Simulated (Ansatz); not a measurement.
The reference is LiF in the rock salt structure (space group Fm-3m, No. 225).

```
LiF
1.0
    0.00000     2.00393     2.00393
    2.00393     0.00000     2.00393
    2.00393     2.00393     0.00000
Li F
1 1
Direct
  0.00000   0.00000   0.00000
  0.50000   0.50000   0.50000
```

Cartesian axes are those of the cell as printed.

All numbers come from Ansatz (an electronic-structure program) PBEsol, without spin-orbit coupling.

Strains are applied to the cell and any free atomic positions relax; under biaxial strain the out-of-plane vector relaxes too.

One change was made to it. Results:

```csv
quantity,base,after
band gap,9.05 eV,8.99 eV
electron mass,0.88 mₑ (at Γ),0.88 mₑ (at Γ)
```

Q: Which change produced these results?
A. biaxial strain +3.00 %, plane normal [001], relaxed out of plane
B. biaxial strain +2.50 %, plane normal [001], relaxed out of plane
C. biaxial strain +0.50 %, plane normal [001], relaxed out of plane

A: C, biaxial strain +0.50 %, plane normal [001], relaxed out of plane. For comparison, the band gap in the other runs: biaxial strain +2.50 %, plane normal [001], relaxed out of plane gives 8.73 eV; biaxial strain +3.00 %, plane normal [001], relaxed out of plane gives 8.66 eV.

Masses are band curvatures over ±0.01 Å⁻¹ around the edge. Semilocal Kohn–Sham gaps tend to fall short of experiment. Stability against distortions was not tested.
